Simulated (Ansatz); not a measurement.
Consider BP in the zinc blende structure (space group F-43m, No. 216; a = 4.491 Å). Axes: x, y, z lie along the cube axes.

It is then changed as follows: the cell is stretched by 1.00 % along z with no lateral relaxation; the atoms relax in the strained cell.

Computed with Ansatz (a quantum-chemistry and plane-wave program), LDA, PAW, cutoff 420 eV, scalar-relativistic without spin-orbit coupling.

Q: Give the band edges at the high-symmetry points of the new zone, measured from its valence-band maximum.

A: 
```csv
point,valence edge (eV),conduction edge (eV)
Γ,0.00,3.36
X,-4.24,1.19
P,-5.63,5.10
N,-1.74,3.84
M,-4.14,1.30
S,-3.50,2.14
S₀,-3.50,2.14
R,-5.65,5.23
G,-5.65,5.23
```

The gap is 1.10 eV, indirect, Γ → Γ–X (78 % along).

Semilocal Kohn–Sham gaps tend to fall short of experiment. Whether these cells are dynamically stable was not tested. Labels are those of the standard path for the cell's own space group.
